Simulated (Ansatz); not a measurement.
Functionals compared on a constructed model of the (111)B surface of 3C silicon carbide, C-terminated, (√3x√3)R30° Ag adatom at T4 (bottom of the slab: 3 H on 3 bottom sites), in Ansatz (plane waves, PAW). The structure was relaxed with PBE; the other rows are single points on it. Cutoff 420 eV (500 eV for r2SCAN).

Slab: 28 atoms, 11.7 Å thick at the start with caps and adatoms (thin: gaps and levels are the slab's own); k 6x6x1, smearing 0.025 eV, dipole-corrected; 6 atoms held, the rest relaxed; held to the start's symmetry, so lower structures may exist; no spin (no spin-polarised run to compare, though such a face may carry moments), no spin-orbit, no U. The slab shows no gap on its mesh. In PBE it lies 0.04 eV a 1x1 cell over the lowest computed structure of the same composition ((√3x√3)R30° Ag adatom at H3). These notes are the PBE run's.

```csv
functional,work function of the top face (eV),rough cost of the single point
PBE,3.86,–
r2SCAN,3.77,roughly 3 core-minutes
```

Ansatz is a first-principles code.
